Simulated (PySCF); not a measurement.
PySCF 2.14.0, CAM-B3LYP/def2-svpd: F[Si]1(F)C=CC1, 10 atoms. The geometry is a generated start, not checked to be a minimum at this level.

```
Property                                   Value
-------------------------------  ---------------
task                                      energy
method                                 cam-b3lyp
basis                                  def2-svpd
mol.max_memory                           7000 MB
mf.init_guess                    minao (default)
mf.DIIS                          CDIIS (default)
mf.diis_space                        8 (default)
mf.conv_tol                      1e-09 (default)
mf.grids.level                       3 (default)
basis functions (reference run)              162
grid points (reference run)               129296
```

```xyz
10

F      2.0862    -0.6686    -1.0628
Si     1.1490    -0.2483     0.1471
F      1.8588    -0.1648     1.5641
C     -0.4627    -1.1364     0.1779
C     -1.2250    -0.0503    -0.0964
C     -0.1362     1.0461    -0.2124
H     -0.7161    -2.1769     0.3555
H     -2.3104     0.0408    -0.2078
H     -0.1967     1.8452     0.5336
H     -0.0468     1.5131    -1.1987
```

The reference run uses exact four-centre integrals. Each setting ran once; only counts and results are compared.

Measured:

```csv
setting,energy against the reference
"COSX exchange (sgx_fit, pjs) with fitted J, mf.with_df.grids_level_i = 1, mf.with_df.grids_level_f = 4",−0.35 meV/atom
"COSX exchange (sgx_fit, pjs) with fitted J, mf.with_df.grids_level_i = 1, mf.with_df.grids_level_f = 3",−0.35 meV/atom
"COSX exchange (sgx_fit, pjs) with fitted J, mf.with_df.grids_level_i = 1, mf.with_df.grids_level_f = 2 (default)",−0.36 meV/atom
```

### Question
Estimate the difference from the reference for COSX exchange (sgx_fit, pjs) with fitted J, mf.with_df.grids_level_i = 1, mf.with_df.grids_level_f = 1.

### Answer
energy against the reference: −0.28 meV/atom. Total energies are compared; such shifts often cancel in part in energy differences. sgx_fit (COSX, pjs=True) fits J as well, so its difference is the sum of the grid's shift in exchange and the fit's in Coulomb.
